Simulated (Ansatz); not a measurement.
The parent structure is WC (space group P-6m2, No. 187; a = 2.913 Å, c = 2.835 Å; relaxed with 0.1 eV smearing). Axes: x lies along a and z along c of the hexagonal cell.

Level of theory: Ansatz (a first-principles code) r2SCAN, no spin-orbit coupling.

Perturbation: uniaxial strain ε_xx = −1.00 %, all other strain components held at zero, atoms relaxed at fixed cell.

Task: Predict the stress tensor and what it implies for the stiffness.

Result: Stress of the strained cell less that of the base (GPa, compression positive):
```
    7.7     0.0     0.0
    0.0     2.4     0.0
    0.0     0.0     1.8
```

Then −Δσ_ii/ε with ε = -0.0100 gives relaxed-ion elastic constants: C11 ≈ 765 GPa, C12 ≈ 242 GPa and C13 ≈ 178 GPa.

Whether these cells are dynamically stable was not tested. The final runs are not spin-polarised.
